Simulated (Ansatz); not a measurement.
Abridged Ansatz (a quantum-chemistry and plane-wave program) output:

```
Pseudopotential: As, paw, valence charge 15
Crystal: 4 atoms, lattice volume = 164.401 Å³
Basis set: ecut = 420 eV, 3151 PW (Γ), exchange–correlation on 80×80×80 points (8 copies of the dense FFT grid, shifted against one another)
Bands: 35, of which v1, the nominal top of the filled ones, is band 30 counted from 1 (29 counted from 0)
Symmetry: 24 space group operations
k-points: 47 of 1000 (time reversal used)
Functional: x = pbesol(κ = 0.804, μ = 0.12345679012345678), c = pbesol(β = 0.046)
SCF iter   1: F=—  HF=-19249.001488 eV  |F-HF|=—  |Δ(HF+E_count)|=         —  Δρ=2.69e-3  dr2=1.03e-2  ethr=1.77e-3  ⟨swp⟩=5.9  Hψ=6277  notcnv=0
SCF iter   2: F=—  HF=-19249.008811 eV  |F-HF|=—  |Δ(HF+E_count)|=   7.32e-3  Δρ=5.26e-4  dr2=2.38e-4  ethr=1.71e-5  ⟨swp⟩=2.0  Hψ=3666  notcnv=0
SCF 1 converged in 7 iterations: F = -19249.009327 eV  dr2 = 1.36e-10
SCF converged after 7 iterations
Free energy (F): -19249.009327 eV
Internal energy: -19248.983437 eV  (E = F + TS)
E sigma→0 (E₀):  -19248.996382 eV
Entropy (-TS):   -0.025890 eV (-6.472 meV/atom)
Fermi energy:    2.710381 eV
--- Forces (eV/Å), atoms counted from 1 ---
  atom   1  As     0.00000000    -0.00000000     0.00000000
  atom   2  As    -0.00000000    -0.00000000    -0.00000000
  atom   3  As    -0.00000000    -0.00000000     0.00000000
  atom   4  As     0.00000000    -0.00000000    -0.00000000
--- Stress (GPa, compression-positive) ---
       -0.000040       0.000000      -0.000000
        0.000000      -0.000040       0.000000
       -0.000000       0.000000      -0.000040
  P = ⅓ Tr σ = -0.0000 GPa (-0.000 kbar)
```

What was computed, and what are the main results?

As, 4 atoms in the cell, with Kohn–Sham DFT with the PBEsol functional, run in Ansatz with PAW and 420 eV plane waves, scalar-relativistic without spin-orbit coupling. The last SCF converged to F = -19249.009327 eV, or -4812.2523 eV per atom, at a pressure of 0.00 GPa. The total energy compares only with runs of the same code, potentials and settings.

Stability against distortions was not tested. The cell is As (space group I4_132, No. 214; a hypothetical phase, not in the database extracts checked).
